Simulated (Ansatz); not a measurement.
Given:

```
CELL_PARAMETERS angstrom
      3.29271    -0.00442    -0.00540
     -1.65019     2.78684     0.02029
     -0.00842     0.03165     5.12043
ATOMIC_POSITIONS crystal
  Sc 0.33115 0.66140 0.75003
  Sc 0.66885 0.33860 0.24997
```

No spin polarisation.

A single point on Sc with a change (strain tensor (xx, yy, zz, yz, xz, xy) = (+0.53, −1.83, +0.30, +0.62, −0.17, −0.14) %), its geometry relaxed with PBEsol.

Calculations: r2SCAN, PAW, 500 eV (Ansatz, a quantum-chemistry and plane-wave program; no SOC). Γ-centred 20×20×12 mesh, Fermi–Dirac width 0.1 eV.

Question: What is the computed band gap?

Answer: Zero.

Question: Estimate the pressure.

Answer: 3.8 GPa.

Single points use the geometry relaxed with PBEsol. No phonon test of stability was made. All final runs are without spin polarisation. The cell was made from Sc in the hcp (Mg type) structure (space group P6_3/mmc, No. 194) by this change: strain tensor (xx, yy, zz, yz, xz, xy) = (+0.53, −1.83, +0.30, +0.62, −0.17, −0.14) %.
